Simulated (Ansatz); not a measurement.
Band structure of LaPd5 (P6/mmm, 6 atoms in the cell).

```
LaPd5
1.0
    5.34116     0.00000     0.00000
   -2.67058     4.62558     0.00000
    0.00000     0.00000     4.48770
La Pd
1 5
Direct
  0.00000   0.00000   0.00000
  0.00000   0.50000   0.50000
  0.50000   0.00000   0.50000
  0.50000   0.50000   0.50000
  0.33333   0.66667   0.00000
  0.66667   0.33333   0.00000
```

Method of the run: PBEsol, default PAW files made with PBE (plane waves; Ansatz, an electronic-structure program).

Settings: kpoints.mp_grid.grid = 7 7 7; hamiltonian.xc = pbesol; hamiltonian.pseudopotentials = {kind: paw} (the program's default PAW files); scf.occupations.method = gaussian; scf.occupations.width = 0.01 Ry; kpoints.band_path.npoints = 8.

The starting cell comes from a database of computed structures (which also holds hypothetical and non-ambient phases and stackings), without a prior relaxation at this level. Spin polarisation is off.

Levels in eV from the Fermi level, bands 47 to 54:
| point | 47 | 48 | 49 | 50 | 51 | 52 | 53 | 54 |
|---|---|---|---|---|---|---|---|---|
| Γ | -1.18 | 0.04 | 0.04 | 0.37 | 1.20 | 1.53 | 1.91 | 1.91 |
| M | -1.32 | -1.31 | -1.15 | -0.97 | 0.06 | 0.64 | 2.19 | 2.31 |
| K | -1.38 | -1.35 | -0.76 | -0.76 | -0.19 | 0.07 | 1.87 | 2.35 |
| A | -0.81 | -0.65 | 0.17 | 0.17 | 0.37 | 0.40 | 0.40 | 1.31 |
| L | -1.22 | -0.87 | -0.76 | 0.03 | 0.18 | 0.29 | 0.72 | 2.17 |
| H | -1.09 | -1.09 | -0.75 | -0.39 | -0.39 | 1.05 | 1.05 | 1.24 |

Bands cross the Fermi level along this path, so the cell is metallic at this level.

Keys are those of Ansatz 0.2.
